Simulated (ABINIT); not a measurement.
Input and output of a self-consistent single point for Tl (P6_3/mmc, 2 atoms in the cell) (ABINIT).

Method of the run: PBE, norm-conserving pseudopotentials (PseudoDojo nc-sr-05 PBE standard) (plane waves; ABINIT).

The change in words: lattice scaled by 0.98. Reference geometry:
```yaml
crystal:
  lattice:
    - [1.71651, -2.97308, 0.00000]
    - [1.71651, 2.97308, 0.00000]
    - [0.00000, 0.00000, 5.47694]
  atoms:
    - { symbol: Tl, position: [0.33333, 0.66667, 0.25000] }
    - { symbol: Tl, position: [0.66667, 0.33333, 0.75000] }
```

Reference input (self-consistent single point, DFT, PBE, plane waves, norm-conserving pseudopotentials (PseudoDojo nc-sr-05 PBE standard)): pseudos = [Tl.upf]; ecut = 30 Ha; ixc = 11; occopt = 7; tsmear = 0.00183747 Ha; ngkpt = 8 8 4; nshiftk = 1; shiftk = 0 0 0; potentials = PseudoDojo nc-sr-05 PBE standard; nband = 18; kptopt = 1; nstep = 50. This run's input differs from it in these lines:

```diff
@@ -5,5 +5,5 @@
 rprim
-         3.2437264476   -5.6182990131    0.0000000000
-         3.2437264476    5.6182990131    0.0000000000
-         0.0000000000    0.0000000000   10.3499241599
+         3.1788517702   -5.5059327756    0.0000000000
+         3.1788517702    5.5059327756    0.0000000000
+         0.0000000000    0.0000000000   10.1429254499
 natom 2
```

The program printed (abridged):

```
--- !BeginCycle
solver: {iscf: 7, nstep: 50, nline: 4, wfoptalg: 0, }
tolerances: {tolvrs: 1.00E-10, }
...

     iter   Etot(hartree)      deltaE(h)  residm     vres2
 ETOT  1  -120.70939373755    -1.207E+02 6.359E-01 1.772E+01
 ETOT  2  -121.12546390710    -4.161E-01 2.438E-02 8.565E+00
 ETOT  3  -121.12818398637    -2.720E-03 2.316E-03 2.632E-01
 ETOT  4  -121.12827109131    -8.710E-05 8.485E-03 4.911E-03
 ETOT  5  -121.12827206626    -9.749E-07 2.675E-03 8.044E-05
 ETOT  6  -121.12827207872    -1.247E-08 1.829E-03 4.889E-06
 ETOT  7  -121.12827208006    -1.342E-09 2.379E-04 3.257E-08
 ETOT  8  -121.12827208007    -6.423E-12 1.447E-04 1.647E-09
 ETOT  9  -121.12827208007    -2.004E-12 4.092E-05 2.154E-11
 At SCF step    9       vres2   =  2.15E-11 < tolvrs=  1.00E-10 =>converged.

 Cartesian components of stress tensor (hartree/bohr^3)
  sigma(1 1)= -2.73726639E-04  sigma(3 2)=  0.00000000E+00
  sigma(2 2)= -2.73726638E-04  sigma(3 1)=  0.00000000E+00
  sigma(3 3)= -2.74236749E-04  sigma(2 1)=  0.00000000E+00

 ----iterations are completed or convergence reached----

 reduced coordinates (array xred) for    2 atoms
       0.333333333333      0.666666666667      0.250000000000
       0.666666666667      0.333333333333      0.750000000000
 cartesian forces (eV/Angstrom) at end:
    1      0.00000000000000     0.00000000000000    -0.00000000000000
    2      0.00000000000000     0.00000000000000    -0.00000000000000
 frms,max,avg= 0.0000000E+00 0.0000000E+00   0.000E+00  0.000E+00  0.000E+00 e/A
   [... lines left out ...]
 Fermi (or HOMO) energy (eV) =   7.67274   Average Vxc (eV)= -10.97467
   [... lines left out ...]
total_energy        : -1.21128272080072E+02
total_energy_eV     : -3.29606790786935E+03
band_energy         : -2.18929592977448E+00
...

-Cartesian components of stress tensor (GPa)         [Pressure=  8.0583E+00 GPa]
- sigma(1 1)= -8.05331439E+00  sigma(3 2)=  0.00000000E+00
- sigma(2 2)= -8.05331438E+00  sigma(3 1)=  0.00000000E+00
- sigma(3 3)= -8.06832234E+00  sigma(2 1)=  0.00000000E+00

 Calculation completed.
```

The run converged in 9 iterations. Against the reference run the free energy goes up by 64.5 meV/atom and the pressure goes from 4.67 to 8.06 GPa.

The starting cell has typed, rounded lattice constants, without a prior relaxation at this level. Its lattice was rescaled by a random factor within 2.5 % of one. For this run, on top of that: lattice scaled by 0.98. With a pressure of about 8 GPa the cell is away from its equilibrium volume at this level.

Cost on one core of a shared machine: roughly 60 s.
